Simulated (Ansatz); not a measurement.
The reference is C in the diamond structure (space group Fd-3m, No. 227).

```yaml
crystal:
  lattice:
    - [0.00000, 1.76587, 1.76587]
    - [1.76587, 0.00000, 1.76587]
    - [1.76587, 1.76587, 0.00000]
  atoms:
    - { symbol: C, position: [0.00000, 0.00000, 0.00000] }
    - { symbol: C, position: [0.25000, 0.25000, 0.25000] }
```

Cartesian axes are those of the cell as printed.

Calculations: LDA (Ansatz, a quantum-chemistry and plane-wave program), no spin-orbit coupling.

Strains are applied to the cell and any free atomic positions relax.

One change was made to it. Results:

The smallest direct gap decreases by 0.278 eV, from 5.62 eV to 5.35 eV; the valence-band top at Γ (three highest levels, from the VBM) goes from 0.00, 0.00, 0.00 eV to 0.00, -0.04, -0.07 eV; the band gap shrinks by 0.07 eV (4.17 eV → 4.10 eV).

Task: Which change produced these results?
A) tensor shear ε_xy = +0.86 %
B) tensor shear ε_xy = +0.57 %
C) tensor shear ε_xy = +2.00 %
D) tensor shear ε_xy = +1.71 %

Result: A, tensor shear ε_xy = +0.86 %. For comparison, the valence-band top at Γ in the other runs: tensor shear ε_xy = +0.57 % gives 0.00, -0.02, -0.05 eV; tensor shear ε_xy = +1.71 % gives 0.00, -0.10, -0.13 eV; tensor shear ε_xy = +2.00 % gives 0.00, -0.12, -0.16 eV.

No phonon test of stability was made.
